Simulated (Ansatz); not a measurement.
Here is the system:

```
CELL_PARAMETERS angstrom
      0.00000     2.12722     2.12722
      2.12722     0.00000     2.12722
      2.12722     2.12722     0.00000
ATOMIC_POSITIONS crystal
  O  0.00000 0.00000 0.00000
  Mg 0.50000 0.50000 0.50000
```

No spin polarisation.

0.0193 electrons added to each cell, a density of 1.0×10^21 cm⁻³, with a uniform compensating background at fixed cell and a 300 K Fermi–Dirac width.

Calculations: PBE (Ansatz, a program for electronic structure), spin-orbit coupling left out, earlier PAW set. Γ-centred 31×31×31 mesh, Fermi–Dirac width 0.0259 eV.

Question: What gap character does the calculation give?

Answer: Direct at Γ.

Question: Estimate the gap between the host's bands.

Answer: 4.44 eV.

Question: What Fermi level relative to the doped band's edge (positive inside the band; to 0.05 eV) does the calculation give?

Answer: +0.90 eV.

Carriers are added with a uniform compensating background; total energy and stress of such cells depend on the potential's zero and are not compared; many-body gap narrowing is missing at this level. Whether these cells are dynamically stable was not tested. The cell was made from MgO in the rock salt structure (space group Fm-3m, No. 225) by this change: electrons 1.0×10^21 cm⁻³.
